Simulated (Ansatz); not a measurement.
These are PBE (plane waves to 420 eV, PAW; Ansatz, a program for electronic structure) values and carry that method's errors.

Electrostatic potential energy of an electron, averaged over planes parallel to the surface, in eV from the Fermi level, for a constructed model of the (100) surface of fcc Pd, a pseudomorphic layer of Sc in the host's stacking (bottom of the slab: a bare face, its two planes held):

(z (Å), V (eV)): (3.56, 5.07); (3.86, 5.07); (4.16, 5.07); (4.45, 5.07); (4.75, 5.06); (5.05, 5.05); (5.34, 5.04); (5.64, 5.00); (5.94, 4.92); (6.23, 4.73); (6.53, 4.32); (6.83, 3.39); (7.12, 1.10); (7.42, -4.56); (7.72, -11.01); (8.02, -14.71); (8.31, -12.41); (8.61, -6.56); (8.91, -1.38); (9.20, -1.85); (9.50, -7.43); (9.80, -13.07); (10.09, -14.70); (10.39, -10.76); (10.69, -4.73); (10.98, -0.96); (11.28, -3.78); (11.58, -9.78); (11.88, -14.41); (12.17, -13.81); (12.47, -8.58); (12.77, -2.75); (13.06, -1.13); (13.36, -5.72); (13.66, -11.70); (13.95, -14.88); (14.25, -12.29); (14.55, -6.40); (14.84, -1.35); (15.14, -2.08); (15.44, -7.67); (15.73, -13.24); (16.03, -14.67); (16.33, -10.49); (16.62, -4.38); (16.92, -0.48); (17.22, -2.50); (17.52, -8.46); (17.81, -13.91); (18.11, -14.98); (18.41, -10.80); (18.70, -5.33); (19.00, -3.03); (19.30, -6.13); (19.59, -12.08); (19.89, -16.28); (20.19, -14.72); (20.48, -9.00); (20.78, -3.72); (21.08, -0.29); (21.38, 1.60); (21.67, 2.73); (21.97, 3.37); (22.27, 3.74); (22.56, 3.93); (22.86, 4.04); (23.16, 4.09); (23.45, 4.12); (23.75, 4.14); (24.05, 4.15); (24.34, 4.15)

Model: 7-atom slab, 12.4 Å thick at the start, 13x13x1 mesh, Fermi-Dirac 0.1 eV, dipole correction, 2 atoms held, the rest relaxed; start symmetry kept, larger cells not searched; no spin, no spin-orbit, no U. It is one candidate, not shown to be the stable structure of the face.

**Question.** The surface cell has an area of 7.78 Å². What dipole along the normal does the step between the two vacuum levels imply?

**Answer.** the top vacuum level lies 0.92 eV below the bottom one; p = −ε₀ A ΔV (ε₀ = 0.005526 e/(V·Å)) gives 0.04 e·Å a cell.
